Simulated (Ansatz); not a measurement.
Band structure of MnPt₃ (Pm-3m, 4 atoms in the cell).

```xyz
4
Lattice="3.9575 0.0000 0.0000 0.0000 3.9575 0.0000 0.0000 0.0000 3.9575" Properties=species:S:1:pos:R:3 pbc="T T T"
Mn     0.0000     0.0000     0.0000
Pt     0.0000     1.9788     1.9788
Pt     1.9788     0.0000     1.9788
Pt     1.9788     1.9788     0.0000
```
Moments meant for the start (each program seeds them in its own way; μB, in the order of the atoms Mn Pt Pt Pt): 4.0 0.0 0.0 0.0.

Level of theory: LDA (PW92), default PAW files made with PBE (plane waves; Ansatz, a quantum-chemistry and plane-wave program).

Settings: kpoints.mp_grid.grid = 9 9 9; hamiltonian.xc = lda; hamiltonian.pseudopotentials = {kind: paw} (the program's default PAW files); magnetization.spin_polarized = true; scf.occupations.method = fermi_dirac; scf.occupations.width = 0.1 eV; kpoints.band_path.npoints = 8.

The starting cell comes from a database of computed structures (which also holds hypothetical and non-ambient phases and stackings), without a prior relaxation at this level. Its lattice was rescaled by a random factor within 2.5 % of one. Spin-orbit coupling is off. With one magnetic atom in the cell only a parallel order is possible.

Levels in eV from the Fermi level, bands 33 to 40 of the first spin channel:
| point | 33 | 34 | 35 | 36 | 37 | 38 | 39 | 40 |
|---|---|---|---|---|---|---|---|---|
| Γ | -0.18 | 0.11 | 0.53 | 0.53 | 0.53 | 1.78 | 1.78 | 1.78 |
| X | -1.76 | -1.65 | -1.05 | -0.71 | -0.19 | 0.53 | 7.11 | 7.24 |
| M | -1.59 | -1.53 | -1.53 | -1.43 | 0.68 | 1.49 | 1.84 | 1.84 |
| R | -0.40 | -0.40 | -0.34 | -0.34 | -0.20 | 0.11 | 0.11 | 0.11 |

Bands cross the Fermi level along this path, so the cell is metallic at this level.

The net moment of the cell came out as 4.20 μB.

Keys are those of Ansatz 0.2.
